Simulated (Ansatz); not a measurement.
The reference is PbS in the rock salt structure (space group Fm-3m, No. 225; a = 6.009 Å).

(Cell as relaxed with PBE.)

Levels (all Ansatz, a program for electronic structure, PAW, earlier PAW set): PBE (420 eV, without spin-orbit coupling); r2SCAN (500 eV, scalar-relativistic without spin-orbit coupling).

Each level relaxes its own structure.

```tsv
base	PBE	r2SCAN
volume per atom	27.12 Å³	26.66 Å³
lattice parameter a	6.009 Å	5.975 Å
band gap	0.50 eV	0.70 eV
```

Modification: the cell is scaled by 1.0076 in all directions, atoms relaxed at fixed cell.

```json
[
 {"quantity": "mean gap deformation potential ΔEg/Δln V", "PBE": "+3.1 eV", "r2SCAN": "[?]"},
 {"quantity": "gap character", "PBE": "direct at L", "r2SCAN": "[?]"},
 {"quantity": "shift of the gap caused by the change", "PBE": "+0.07 eV", "r2SCAN": "[?]"}
]
```

Task: What does r2SCAN give?

Result: 
- mean gap deformation potential ΔEg/Δln V, r2SCAN: +3.5 eV
- gap character, r2SCAN: direct at L
- shift of the gap caused by the change, r2SCAN: +0.08 eV

PBE's mean gap deformation potential ΔEg/Δln V lies 0.4 eV below r2SCAN's; the two agree on the gap character. Neither level is exact; r2SCAN is the comparison here, not a measurement.

Spin-orbit coupling, missing from the scalar runs, can matter with Pb. The cells carry an imposed strain or load. Stability against distortions was not tested.
